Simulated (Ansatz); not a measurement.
We consider cubic perovskite CsCaF3, described by HSE06 (plane waves, PAW; Ansatz, a first-principles code).

Numerical settings: plane-wave cutoff 460 eV, 6×6×6 k mesh, Fermi–Dirac smearing 0.01 eV, scalar-relativistic PAW data made under PBE.

The direct gap at Γ against volume; x = 100 ln(V/18.836 Å³). One gap is withheld.

| V (Å³/atom) | x | gap (eV) |
|---|---|---|
| 17.850 | -5.38 | 9.442 |
| 18.320 | -2.78 | 9.278 |
| 18.836 | 0.00 | 9.106 |
| 19.259 | 2.22 | 8.971 |
| 19.729 | 4.63 | ? |

Task: Fit a straight line to the rows shown, give the volume deformation potential and predict the withheld gap.

Result: Means of the 4 rows: x̄ = -1.485, ȳ = 9.1992 eV. Σ(x − x̄)(y − ȳ) = -2.0316 and Σ(x − x̄)² = 32.780, so the slope is -0.0620 eV per unit of x, and dE_g/d ln V = -6.2 eV. At x = 4.63: 9.1992 + (-0.0620) × (4.63 − (-1.485)) = 8.820 eV. The run gives 8.827 eV, 0.007 eV above the line, as the curve bends the same way over all rows.

Spin–orbit coupling is not included.

Note: the relaxation could not lower the start's symmetry, so the cell can be a saddle point above a distorted one.
